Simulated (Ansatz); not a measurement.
A set of related cells and their Bader charge of F.

Cell A: a slab of Ir (fcc, Fm-3m) cut along (111), 46 atoms, hexagonal cell of 8.21 Å (58.4 Å²), symmetry P3m1 within 0.02 Å, 10.5 Å thick under 16 Å of vacuum, in-plane vectors held at the crystal's; planes from bottom to top: Ir9 × 5 | F, its two faces unlike (dipole correction applied); added, foreign or displaced atoms, above the top plane: F bound to 3 Ir at 2.35 Å; spin state with PBE: run without spin, k-point mesh 5×5×1.
```yaml
crystal:
  lattice:
    - [8.21323, 0.00000, 0.00000]
    - [4.10661, 7.11286, 0.00000]
    - [0.00000, 0.00000, 26.24262]
  atoms:
    - { symbol: Ir, position: [0.88912, 0.22211, 0.30652] }
    - { symbol: Ir, position: [0.22211, 0.22211, 0.30652] }
    - { symbol: Ir, position: [0.55563, 0.22208, 0.30661] }
    - { symbol: Ir, position: [0.88884, 0.55564, 0.30675] }
    - { symbol: Ir, position: [0.22208, 0.55563, 0.30661] }
    - { symbol: Ir, position: [0.55563, 0.55563, 0.30661] }
    - { symbol: Ir, position: [0.88884, 0.88884, 0.30675] }
    - { symbol: Ir, position: [0.22211, 0.88912, 0.30652] }
    - { symbol: Ir, position: [0.55564, 0.88884, 0.30675] }
    - { symbol: Ir, position: [0.99990, 0.99990, 0.38995] }
    - { symbol: Ir, position: [0.33353, 0.99990, 0.38995] }
    - { symbol: Ir, position: [0.66651, 0.00032, 0.39020] }
    - { symbol: Ir, position: [0.99990, 0.33353, 0.38995] }
    - { symbol: Ir, position: [0.33332, 0.33332, 0.38985] }
    - { symbol: Ir, position: [0.66668, 0.33332, 0.38985] }
    - { symbol: Ir, position: [0.00032, 0.66651, 0.39020] }
    - { symbol: Ir, position: [0.33332, 0.66668, 0.38985] }
    - { symbol: Ir, position: [0.66651, 0.66651, 0.39020] }
    - { symbol: Ir, position: [0.11111, 0.11111, 0.47486] }
    - { symbol: Ir, position: [0.44373, 0.11104, 0.47500] }
    - { symbol: Ir, position: [0.77857, 0.11104, 0.47500] }
    - { symbol: Ir, position: [0.11104, 0.44373, 0.47500] }
    - { symbol: Ir, position: [0.44444, 0.44444, 0.47468] }
    - { symbol: Ir, position: [0.77857, 0.44373, 0.47500] }
    - { symbol: Ir, position: [0.11104, 0.77857, 0.47500] }
    - { symbol: Ir, position: [0.44373, 0.77857, 0.47500] }
    - { symbol: Ir, position: [0.77778, 0.77778, 0.47486] }
    - { symbol: Ir, position: [0.88604, 0.22365, 0.56095] }
    - { symbol: Ir, position: [0.22365, 0.22365, 0.56095] }
    - { symbol: Ir, position: [0.55527, 0.22280, 0.55944] }
    - { symbol: Ir, position: [0.88865, 0.55604, 0.55960] }
    - { symbol: Ir, position: [0.22280, 0.55527, 0.55944] }
    - { symbol: Ir, position: [0.55527, 0.55527, 0.55944] }
    - { symbol: Ir, position: [0.88865, 0.88865, 0.55960] }
    - { symbol: Ir, position: [0.22365, 0.88604, 0.56095] }
    - { symbol: Ir, position: [0.55604, 0.88865, 0.55960] }
    - { symbol: Ir, position: [0.99963, 0.99963, 0.64324] }
    - { symbol: Ir, position: [0.33408, 0.99963, 0.64324] }
    - { symbol: Ir, position: [0.66791, 0.99751, 0.64295] }
    - { symbol: Ir, position: [0.99963, 0.33408, 0.64324] }
    - { symbol: Ir, position: [0.33005, 0.33005, 0.64315] }
    - { symbol: Ir, position: [0.67323, 0.33005, 0.64315] }
    - { symbol: Ir, position: [0.99751, 0.66791, 0.64295] }
    - { symbol: Ir, position: [0.33005, 0.67323, 0.64315] }
    - { symbol: Ir, position: [0.66791, 0.66791, 0.64295] }
    - { symbol: F, position: [0.44444, 0.44444, 0.70750] }
```

Cell B: a slab of Ir (fcc, Fm-3m) cut along (111), 21 atoms, hexagonal cell of 5.48 Å (26.0 Å²), symmetry P3m1 within 0.02 Å, 10.5 Å thick under 16 Å of vacuum, in-plane vectors held at the crystal's; planes from bottom to top: Ir4 × 5 | F, its two faces unlike (dipole correction applied); added, foreign or displaced atoms, above the top plane: F bound to 3 Ir at 2.34 Å; spin state with PBE: run without spin, k-point mesh 10×10×1.
```yaml
crystal:
  lattice:
    - [5.47549, 0.00000, 0.00000]
    - [2.73774, 4.74191, 0.00000]
    - [0.00000, 0.00000, 26.24262]
  atoms:
    - { symbol: Ir, position: [0.83333, 0.33333, 0.30626] }
    - { symbol: Ir, position: [0.33329, 0.33342, 0.30605] }
    - { symbol: Ir, position: [0.83342, 0.83329, 0.30605] }
    - { symbol: Ir, position: [0.33329, 0.83329, 0.30605] }
    - { symbol: Ir, position: [0.99986, 0.00028, 0.38964] }
    - { symbol: Ir, position: [0.50000, 0.00000, 0.38919] }
    - { symbol: Ir, position: [0.99986, 0.49986, 0.38964] }
    - { symbol: Ir, position: [0.50028, 0.49986, 0.38964] }
    - { symbol: Ir, position: [0.16658, 0.16671, 0.47458] }
    - { symbol: Ir, position: [0.66671, 0.16671, 0.47458] }
    - { symbol: Ir, position: [0.16667, 0.66667, 0.47438] }
    - { symbol: Ir, position: [0.66671, 0.66658, 0.47458] }
    - { symbol: Ir, position: [0.83333, 0.33333, 0.56351] }
    - { symbol: Ir, position: [0.33326, 0.33347, 0.55866] }
    - { symbol: Ir, position: [0.83347, 0.83326, 0.55866] }
    - { symbol: Ir, position: [0.33326, 0.83326, 0.55866] }
    - { symbol: Ir, position: [0.99843, 0.00314, 0.64309] }
    - { symbol: Ir, position: [0.50000, 0.00000, 0.64184] }
    - { symbol: Ir, position: [0.99843, 0.49843, 0.64309] }
    - { symbol: Ir, position: [0.50314, 0.49843, 0.64309] }
    - { symbol: F, position: [0.16667, 0.66667, 0.70807] }
```

Cell C: a slab of Ir (fcc, Fm-3m) cut along (111), 11 atoms, oblique cell of 5.48 × 2.74 Å (13.0 Å²), symmetry Pm within 0.02 Å, 10.8 Å thick under 15 Å of vacuum, in-plane vectors held at the crystal's; planes from bottom to top: Ir2 × 5 | F, its two faces unlike (dipole correction applied); added, foreign or displaced atoms, above the top plane: F bound to 1 Ir at 1.93 Å; spin state with PBE: run without spin, k-point mesh 10×19×1.
```xyz
11
Lattice="5.4755 0.0000 0.0000 1.3689 2.3710 0.0000 0.0000 0.0000 26.2426" Properties=species:S:1:pos:R:3 pbc="T T T"
Ir     5.3488     1.6534     7.9965
Ir     2.6105     1.6537     7.9943
Ir    -0.1274     0.0733    10.1849
Ir     2.6086     0.0745    10.1846
Ir     1.2372     0.8663    12.4243
Ir     3.9758     0.8659    12.3984
Ir     5.3544     1.6507    14.6681
Ir     2.6054     1.6571    14.6416
Ir    -0.1242     0.0719    16.8682
Ir     2.6147     0.0710    16.7935
F      5.3802     0.0556    18.7953
```

Cell D: a slab of Ir (fcc, Fm-3m) cut along (111), 6 atoms, hexagonal cell of 2.74 Å (6.5 Å²), symmetry P3m1 within 0.02 Å, 10.5 Å thick under 16 Å of vacuum, in-plane vectors held at the crystal's; planes from bottom to top: Ir × 5 | F, its two faces unlike (dipole correction applied); added, foreign or displaced atoms, above the top plane: F bound to 3 Ir at 2.31 Å; spin state with PBE: run without spin, k-point mesh 19×19×1.
```
Ir5F
1.0
    2.73774     0.00000     0.00000
    1.36887     2.37095     0.00000
    0.00000     0.00000    26.24262
Ir F
5 1
Direct
  0.66667   0.66667   0.30518
  0.00000   0.00000   0.38860
  0.33333   0.33333   0.47348
  0.66667   0.66667   0.55971
  0.00000   0.00000   0.64005
  0.33333   0.33333   0.70418
```

Plane-wave PAW calculations with Ansatz (a first-principles code), its default PAW set, cutoff 420 eV. The structures are at rest with PBE, within the held lattices. Neutral cells; Fermi-Dirac smearing of at most 0.10 eV in the solids, energies taken to zero width. Larger cells are relaxed from a start prepared with the learned potential CHGNet, on a coarser mesh till forces fall under 0.03 eV/Å, which some starts already meet. Cells are local rest points, mostly with their start's symmetry. Spin-orbit coupling is left out. The d electrons get no Hubbard U. No correction for cell size. A dispersion term ran beside these levels; it doesn't touch the electrons. Electrons of density maxima off the nuclei are shared among the atoms. Mean over the atoms, with the range where they differ; positive means electrons lost.

Task: What does PBE give for the Bader charge of F of each cell (e)?

Result: 
```tsv
system	PBE
A	-0.59
B	-0.58
C	-0.50
D	-0.52
```

With PBE the value is lowest for A and highest for C.
